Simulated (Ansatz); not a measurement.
The starting structures come from a database of crystals and need not be the phases stable at ambient conditions.

 Where the default PAW files enter, the runs use the earlier of Ansatz's two default sets.

By PBEsol, the system below comes out a metal.

A figure of merit of an interconnect metal is its ballistic conductance per area.

Data:

```xyz
2
Lattice="2.8202 0.0000 0.0000 -1.1802 5.0550 0.0000 0.0129 0.6368 2.8248" Properties=species:S:1:pos:R:3 pbc="T T T"
Au     1.5589     1.5937     0.9241
Au     0.0940     4.0981     1.9007
```

Space group of this cell: P-1. The cell is strained (lengths along the current scaled by 1.03, ions clamped); by PBEsol its mean pressure is -10.7 GPa.

The current flows along the normal of the first two printed cell vectors. No spin-orbit coupling; the value is a mean over 0.1 eV about the Fermi level.

Problem. Predict the ballistic conductance per area from Ansatz (a program for electronic structure) with PBEsol.

Solution. 0.78 × 10¹⁵ S/m² for both spins.
